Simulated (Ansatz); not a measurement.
We consider Ir (model structure, Im-3m, No. 229, 1 atom in the cell), described by PBEsol in Ansatz (PAW).

Run with plane-wave cutoff 520 eV, 26×26×26 k mesh, Fermi–Dirac smearing 0.05 eV, no spin polarisation, scalar-relativistic PAW data made under PBE.

Cell (relaxed at this level):

```xyz
1
Lattice="-1.5382 1.5382 1.5382 1.5382 -1.5382 1.5382 1.5382 1.5382 -1.5382" Properties=species:S:1:pos:R:3 pbc="T T T"
Ir     0.0000     0.0000     0.0000
```

Question: Predict the bulk modulus B0.

Answer: 
- bulk modulus B0 = 344 GPa

Note: the run has no spin polarisation, so it can have missed a magnetic state; the bulk modulus is −V dP/dV from two relaxed cells at ±2 % in volume; the relaxation could raise the start's symmetry but not lower it, so the cell can be a saddle point.

Spin–orbit coupling is not included.

Computed values are for the static lattice.

It cost roughly 40 core-seconds of CPU time.

A model structure was made by putting elements into a prototype or built by hand; it is no filed structure, need not be a known phase, and can be a saddle point held by its symmetry.

Ansatz is an electronic-structure program.
